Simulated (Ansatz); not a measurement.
**A computed series for Sn: pressure series**

Consider Sn (space group I4_1/amd, No. 141; a = 5.947 Å, c = 3.212 Å).

Cell and atoms are relaxed at each pressure.

Method: Ansatz (an electronic-structure program), PBE, PAW, cutoff 420 eV, no spin-orbit coupling, earlier PAW set.

Notes on the quantities. enthalpy: H = E + PV relative to the base's energy.

| variant | density | shortest interatomic distance | enthalpy |
|---|---|---|---|
| base | 6.94 g/cm³ | 5.821 bohr | – |
| pressure −2 GPa | 6.62 g/cm³ | 5.911 bohr | -0.36 eV/atom |
| pressure −1 GPa | 6.79 g/cm³ | 5.864 bohr | -0.18 eV/atom |
| pressure 3 GPa | 7.33 g/cm³ | 5.716 bohr | +0.52 eV/atom |
| pressure 7 GPa | 7.76 g/cm³ | 5.609 bohr | +1.17 eV/atom |
| pressure 15 GPa | 8.44 g/cm³ | 5.457 bohr | +2.38 eV/atom |
| pressure 30 GPa | 9.39 g/cm³ | 5.269 bohr | +4.45 eV/atom |
| pressure 50 GPa | 10.34 g/cm³ | 5.103 bohr | +6.94 eV/atom |
| pressure 75 GPa | 11.27 g/cm³ | 4.957 bohr | +9.78 eV/atom |
| pressure 100 GPa | 12.04 g/cm³ | 4.847 bohr | +12.42 eV/atom |

Load acts through the strain it causes; cell and atoms are relaxed under it. Whether these cells are dynamically stable was not tested. Measured, Sn leaves this structure (for a body-centred tetragonal phase) near 8 GPa (temperature not stated; as listed in Olga Degtyareva, NATO science for peace and security series. B, Physics and biophysics (2010)).
